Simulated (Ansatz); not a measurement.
LiMg2 (I4/mmm): band-structure transport figures

Given:

```
CELL_PARAMETERS angstrom
      5.50015    -1.71504     0.03558
      5.50015     1.71504     0.03558
     -1.09058     0.00000     3.25207
ATOMIC_POSITIONS crystal
  Li 0.50000 0.50000 0.50000
  Mg 0.84142 0.84142 0.84142
  Mg 0.15858 0.15858 0.15858
```

Computed with PBEsol, rigid bands (plane waves, PAW, scalar-relativistic; Ansatz, a program for electronic structure). Geometry: cell and atoms relaxed with PBEsol.

- density of states at the Fermi level: 0.978 states/(eV·cell), both spins
- bare Sommerfeld coefficient: 0.77 mJ/(mol of atoms·K²)
- Drude plasma energy: 6.5 (x), 6.8 (y), 6.8 (z) eV
- root-mean-square Fermi velocity: 1.0e6 m/s
- resistivity times τ: 11.4 (x), 10.5 (y), 10.6 (z) ×10⁻²² Ω·m·s

A metal at this level (no band gap); rigid bands, thermally averaged at 300 K, both spins. Spin-orbit coupling is left out. τ is one relaxation time for all states.

Computed structure, not matched to a measured one here, so possibly hypothetical: LiMg2 (I4/mmm).
